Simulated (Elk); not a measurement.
Worked example: self-consistent single point of HfB2 (P6/mmm, 3 atoms in the cell) in Elk.

Level of theory: Elk 10.2.4 with PBE, all-electron FP-LAPW, Elk's shipped species files, APW+lo basis with extra local orbitals.

The change in words: lattice scaled by 0.98. Reference geometry:
```
CELL_PARAMETERS angstrom
      1.59528    -2.76310     0.00000
      1.59528     2.76310     0.00000
      0.00000     0.00000     3.53603
ATOMIC_POSITIONS crystal
  Hf 0.00000 0.00000 0.00000
  B  0.33333 0.66667 0.50000
  B  0.66667 0.33333 0.50000
```

Reference input (self-consistent single point, DFT, PBE, all-electron FP-LAPW, Elk's shipped species files, APW+lo basis with extra local orbitals): xctype = 20; rgkmax = 7.5; stype = 0; swidth = 0.00367493 Ha; ngridk = 10 10 8; gmaxvr = 14 1/bohr; nxlo = 2; lorbcnd = true; rmtscf = 0.9; lmaxi = 2. This run's input differs from it in these lines:

```diff
@@ -34,5 +34,5 @@
 avec
-    1.5952770531   -2.7631009081    0.0000000000
-    1.5952770531    2.7631009081    0.0000000000
-    0.0000000000    0.0000000000    3.5360280000
+    1.5633712878   -2.7078385015    0.0000000000
+    1.5633712878    2.7078385015    0.0000000000
+    0.0000000000    0.0000000000    3.4653070000
```

The program printed (abridged):

```
│ Self-consistent loop started │
│ Loop number : 1 │
 total energy                :     -15132.4386058
│ Loop number : 2 │
 total energy                :     -15133.2004717
RMS change in Kohn-Sham potential (target) :    4.637951310     (  0.1000000000E-05)
Absolute change in total energy (target)   :   0.7618659035     (  0.1000000000E-03)
│ Loop number : 3 │
 total energy                :     -15128.5111148
RMS change in Kohn-Sham potential (target) :    3.692987856     (  0.1000000000E-05)
Absolute change in total energy (target)   :    4.498890464     (  0.1000000000E-03)
│ Loop number : 4 │
   [... lines left out ...]
Absolute change in total energy (target)   :   0.4404019819E-04 (  0.1000000000E-03)
│ Loop number : 14 │
 total energy                :     -15147.7826736
RMS change in Kohn-Sham potential (target) :   0.1681696581E-05 (  0.1000000000E-05)
Absolute change in total energy (target)   :   0.4919811727E-04 (  0.1000000000E-03)
│ Loop number : 15 │
 total energy                :     -15147.7826530
RMS change in Kohn-Sham potential (target) :   0.2079338319E-06 (  0.1000000000E-05)
Absolute change in total energy (target)   :   0.3287206710E-04 (  0.1000000000E-03)
Convergence targets achieved

│ Loop number : 16 │

Energies :
 Fermi                       :     0.489169634716
 total energy                :     -15147.7826497

Density of states at Fermi energy :    9.747918881
 (states/Hartree/unit cell)

Estimated indirect band gap :   0.1115320146E-01
 from k-point     25 to k-point     35
Estimated direct band gap   :   0.1250472032E-01
 at k-point     35

Charges :
 core                        :    50.00000000
 valence                     :    32.00000000
 interstitial                :    4.703971507
 muffin-tins (core leakage)
  species :    1 (Hf)
   atom    1                 :    70.01955317     (  0.2899623276E-05)
  species :    2 (B)
   atom    1                 :    3.638237660     (  0.2384486750E-03)
   atom    2                 :    3.638237660     (  0.2384486750E-03)
 total in muffin-tins        :    77.29602849
 total calculated charge     :    81.99414607
 total charge                :    82.00000000
 error                       :   0.5853930503E-02

│ Self-consistent loop stopped │
```

The run converged in 16 iterations. The count includes the last loop, which Elk runs after its targets are met. Against the reference run the total energy drops by 6.4 meV/atom.

The starting cell has typed, rounded lattice constants, without a prior relaxation at this level. Its lattice was rescaled by a random factor within 2.5 % of one. For this run, on top of that: lattice scaled by 0.98. Spin-orbit coupling is off. Values depend on the basis (sphere radii, cutoffs, local orbitals), which need not be converged. The log's line on a gap gives a spacing of levels on this mesh, which the program prints for metals too.

Cost on one core of a shared machine: roughly 50 s.
